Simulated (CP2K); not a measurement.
Several settings converged on the (111) slab of Pt (cut from a parent of space group no. 225; 3 atoms in the cell)

```
Pt
1.0
    2.76354     0.00000     0.00000
    1.38177     2.39330     0.00000
    0.00000     0.00000    18.51281
Pt
3
Direct
  0.33333   0.33333   0.37812
  0.66667   0.66667   0.50000
  0.00000   0.00000   0.62188
```

Base method: PBEsol, GPW, DZVP-MOLOPT-SR-GTH basis, GTH-PBE potentials (GTH_POTENTIALS) (CP2K).

Base settings: CUTOFF = 500 Ry; REL_CUTOFF = 50 Ry; SMEAR/METHOD = GAUSSIAN; SIGMA = 0.1 eV; KPOINTS/SCHEME = MONKHORST-PACK 6 6 1; GAMMA_CENTERED = T; XC_FUNCTIONAL = PBE:PBESOL; Pt/BASIS_SET = DZVP-MOLOPT-SR-GTH; Pt/POTENTIAL = GTH-PBE-q18; METHOD = GPW.

Core times come from one kind of shared machine, to one figure; runs under 30 s give none.

**The vacuum**

The mesh stays at the base's, so the ladder's end is converged at best in this setting alone.

Only quantities that move along the ladder and can be compared are tabulated; forces are left out, as grid noise moves with the cell.

```csv
vacuum between outermost atoms (Å),free energy less the last step's (meV/atom),core time / last (rough)
3.0,-298.12,0.6
5.0,-0.37,0.6
7.0,0.15,0.6
10.0,0.01,0.6
14.0,0.01,0.7
20.0,0.01,0.9
30.0,0.00,1
```

Smallest vacuum between outermost atoms (Å) that holds the free energy within 5 meV/atom of the last step, with all finer ones: 5.0; the step before is off by 300 meV/atom.

**The k-point mesh**

Moved along: GAMMA_CENTERED.

Only quantities that move along the ladder and can be compared are tabulated.

| KPOINTS/SCHEME | free energy less the last step's (meV/atom) | largest difference of a force vector from the last step's (eV/Å) |
|---|---|---|
| MONKHORST-PACK 3 3 1 | 454.35 | 1.446 |
| MONKHORST-PACK 5 5 1 | 146.85 | 0.252 |
| MONKHORST-PACK 6 6 1 | -38.41 | 0.105 |
| MONKHORST-PACK 9 9 1 | -12.32 | 0.034 |
| MONKHORST-PACK 12 12 1 | -1.98 | 0.016 |
| MONKHORST-PACK 16 16 1 | -0.05 | 0.010 |
| MONKHORST-PACK 30 30 1 | 0.00 | 0.000 |

Coarsest KPOINTS/SCHEME that holds the free energy within 5 meV/atom of the last step, with all finer ones: MONKHORST-PACK 12 12 1; the step before is off by 12 meV/atom.

Coarsest KPOINTS/SCHEME that holds the forces within 0.02 eV/Å: not settled: the last two steps still differ by 0.010 eV/Å, over half the tolerance, so the ladder does not show it.

**The cutoff of the density grid**

The mesh stays at the base's, so the ladder's end is converged at best in this setting alone.

Only quantities that move along the ladder and can be compared are tabulated.

```tsv
CUTOFF	largest difference of a force vector from the last step's (eV/Å)	core time / last (rough)
250 Ry	0.013	0.5
300 Ry	0.010	0.6
350 Ry	0.014	0.5
420 Ry	0.004	0.6
500 Ry	0.000	0.8
600 Ry	0.000	0.5
1000 Ry	0.000	1
```

Coarsest CUTOFF that holds the forces within 0.005 eV/Å of the last step, with all finer ones: 420 Ry; the step before is off by 0.014 eV/Å.

On the base run: the starting cell has typed, rounded lattice constants, without a prior relaxation at this level. The slab is cut from that crystal, and its faces are unrelaxed. Its lattice was rescaled by up to half a per cent. Spin polarisation is off. Values carry the incompleteness of an atom-centred basis. The potentials were made for another functional than the one used. Without a gap this mesh is coarse (it stands for a supercell whose shortest in-plane vector is 17 Å).
